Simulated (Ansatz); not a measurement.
## A worked fit of the energy of slabs against their depth, with one run withheld: the (001) slab of La2O3 (cut from a parent of space group no. 164; 5 atoms in the cell)

```yaml
crystal:
  lattice:
    - [3.95970, 0.00000, 0.00000]
    - [-1.97985, 3.42920, 0.00000]
    - [0.00000, 0.00000, 18.34939]
  atoms:
    - { symbol: La, position: [0.33333, 0.66667, 0.58293] }
    - { symbol: La, position: [0.66667, 0.33333, 0.41707] }
    - { symbol: O, position: [0.00000, 0.00000, 0.50000] }
    - { symbol: O, position: [0.33333, 0.66667, 0.38148] }
    - { symbol: O, position: [0.66667, 0.33333, 0.61852] }
```
(The smallest cell of the table.)

Method: PBE, PAW files (plane waves; Ansatz, a first-principles code).

Base settings: basis.ecutwfc = 420 eV; kpoints.mp_grid.grid = 7 7 1; hamiltonian.xc = pbe; hamiltonian.pseudopotentials = {kind: paw} (the program's default PAW files); scf.occupations.method = fermi_dirac; scf.occupations.width = 0.05 eV.

The starting cell has typed, rounded lattice constants, without a prior relaxation at this level. The slab is cut from that crystal, and its faces are unrelaxed. Its lattice was rescaled by up to half a per cent. Spin polarisation is off, though cut faces can carry moments; a gap of a slab can lie between surface states.

Deep slabs follow E = 2Aγ + N·e, so a straight line through E against N gives the surface energy without a separate bulk run; a round N·e is taken off to keep the numbers short. The area A is 13.579 Å².

| atoms N | E − N·(-2842.454 eV) (eV) |
|---|---|
| 5 | 0.9033 |
| 10 | 0.6795 |
| 15 | 0.4553 |
| 20 | ? |
| 25 | 0.0070 |

Task: Fit the line to the 4 rows given and predict the withheld one.

Result: Means: x̄ = 13.750, ȳ = 0.51128. Σ(x − x̄)(y − ȳ) = -9.804 and Σ(x − x̄)² = 218.8, so b = -0.04482 and a = ȳ − b·x̄ = 1.1276; γ = a/2A = 0.665 J/m² (unrelaxed) and e = -2842.4988 eV per atom. The largest residual of the fitted rows is 0.00020. At x = 20 the line gives 0.2312 eV. The run gave 0.2314 eV, a miss of 0.0002 eV. The rows were chosen because the form fits them, the withheld one included, so this shows the method and is no test of the form.

Keys are those of Ansatz 0.2.
